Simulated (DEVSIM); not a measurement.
System: Schottky contact on n-type Si, at 350 K.

```csv
layer (left to right),material,thickness (μm),Nd (cm⁻³),τn (s),τp (s)
1,Si,8.30,1.9e15,0.00014,0.00014
```

Left contact: Schottky, work function 4.5 eV, emission velocity 8.1e6 cm/s. Right contact: ohmic. Voltage is applied to the left contact. Recombination: SRH at mid-gap, radiative. Mobility is μmin + (μ − μmin)/(1 + (N/Nref)^α).

The device is made up for the run: typed textbook-type constants, with dimensions and the other settings drawn at random. Values at 300 K; Nc and Nv go as T^1.5, mobilities as T to minus their exponent, the gap by Varshni's rule with the affinity fixed. The table also holds parameters that only a changed run uses.

```tsv
parameter	Si
gap (eV)	1.124
affinity (eV)	4.05
permittivity	11.7
Nc (cm⁻³)	2.86e19
Nv (cm⁻³)	3.1e19
μn (cm²/Vs)	1417
μp (cm²/Vs)	470
μn,min	52
μp,min	45
Nref,n	9.7e16
Nref,p	2.2e17
αn	0.68
αp	0.72
T exponent of μn	2.3
T exponent of μp	2.2
B (cm³/s)	4.7e-15
Cn (cm⁶/s)	2.8e-31
Cp (cm⁶/s)	9.9e-32
Varshni α (eV/K)	0.000473
Varshni β (K)	636
```

Simulated with DEVSIM: 1D drift-diffusion, Boltzmann statistics, complete ionisation; no tunnelling, impact ionisation, image-force lowering or self-heating. Metal contacts follow the ideal Schottky-Mott rule: no Fermi-level pinning, no interface dipoles.

Base results: potential step across the device at zero bias (V) 0.153; dark forward voltage at 100 A/cm² (V) 0.382; largest field in the device at zero bias (V/cm) 8500.

What follows from this one change: metal work function 4.5 → 4.4 eV?

potential step across the device at zero bias 0.153 → 0.053 V; dark forward voltage at 100 A/cm² 0.382 → 0.308 V; largest field in the device at zero bias 8500 → 4000 V/cm.

What follows from this one change: doping Nd of layer 1 1.9e+15 → 5.7e+16 cm^-3?

potential step across the device at zero bias 0.153 → 0.255 V; dark forward voltage at 100 A/cm² 0.382 → 0.085 V; largest field in the device at zero bias 8500 → 63000 V/cm.

What follows from this one change: thickness of layer 1 8.3 → 25 μm?

potential step across the device at zero bias little changed (0.153 V); dark forward voltage at 100 A/cm² 0.382 → 0.969 V; largest field in the device at zero bias little changed (8500 V/cm).

What follows from this one change: temperature 350 → 300 K?

potential step across the device at zero bias 0.153 → 0.201 V; dark forward voltage at 100 A/cm² 0.382 → 0.346 V; largest field in the device at zero bias 8500 → 10000 V/cm.

What follows from this one change: metal work function 4.5 → 4.7 eV?

potential step across the device at zero bias 0.153 → 0.353 V; dark forward voltage at 100 A/cm² 0.382 → 0.580 V; largest field in the device at zero bias 8500 → 14000 V/cm.

What follows from this one change: constant mobility in place of the doping-dependent one?

potential step across the device at zero bias little changed (0.153 V); dark forward voltage at 100 A/cm² 0.382 → 0.363 V; largest field in the device at zero bias little changed (8500 V/cm).
